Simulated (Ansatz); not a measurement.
# Cs2NaScCl6: response to strain

Consider Cs2NaScCl6 (space group Fm-3m, No. 225; a cell from a computed database, its experimental status unchecked).

```
CELL_PARAMETERS angstrom
      0.00000     5.25663     5.25663
      5.25663     0.00000     5.25663
      5.25663     5.25663     0.00000
ATOMIC_POSITIONS crystal
  Cs 0.75000 0.75000 0.75000
  Cs 0.25000 0.25000 0.25000
  Na 0.50000 0.50000 0.50000
  Sc 0.00000 0.00000 0.00000
  Cl 0.76274 0.23726 0.23726
  Cl 0.23726 0.76274 0.76274
  Cl 0.23726 0.76274 0.23726
  Cl 0.76274 0.23726 0.76274
  Cl 0.23726 0.23726 0.76274
  Cl 0.76274 0.76274 0.23726
```

Cartesian axes are those of the cell as printed.

Strains are applied to the cell and any free atomic positions relax; under biaxial strain the out-of-plane vector relaxes too; under stress the whole cell relaxes.

Method: r2SCAN (Ansatz, a first-principles code; PAW; 500 eV plane waves; no spin-orbit coupling), earlier PAW set.

Notes on the quantities. pressure: mean of the normal stresses, compression positive.

```tsv
case	band gap	gap character	volume per atom	pressure
base	4.39 eV	indirect, Γ → X	29.05 Å³	0.00 GPa
biaxial strain +3.41 %, plane normal [001], relaxed out of plane	4.35 eV	indirect, Γ → M	30.55 Å³	-0.88 GPa
isotropic strain +0.67 %	4.38 eV	indirect, Γ → X	29.64 Å³	(withheld)
uniaxial strain ε_yy = +0.68 %	4.38 eV	indirect, Γ → X	29.25 Å³	-0.15 GPa
uniaxial strain ε_yy = +2.52 %	4.35 eV	indirect, Γ → X	29.78 Å³	-0.50 GPa
uniaxial strain ε_zz = −3.58 %	4.39 eV	direct at Γ	28.01 Å³	1.01 GPa
uniaxial stress, 2 GPa compression along x	4.38 eV	direct at Γ	28.44 Å³	–
tensor shear ε_xz = −0.62 %	4.39 eV	direct at Γ	29.05 Å³	0.00 GPa
tensor shear ε_xz = −1.17 %	4.38 eV	direct at Γ	29.05 Å³	0.01 GPa
```

### Question
Some entries are withheld; estimate them.

### Answer

- isotropic strain +0.67 %, pressure: -0.44 GPa

Stability under load was not tested beyond the relaxation. The final runs are not spin-polarised. k-point labels follow each cell's own Brillouin zone.
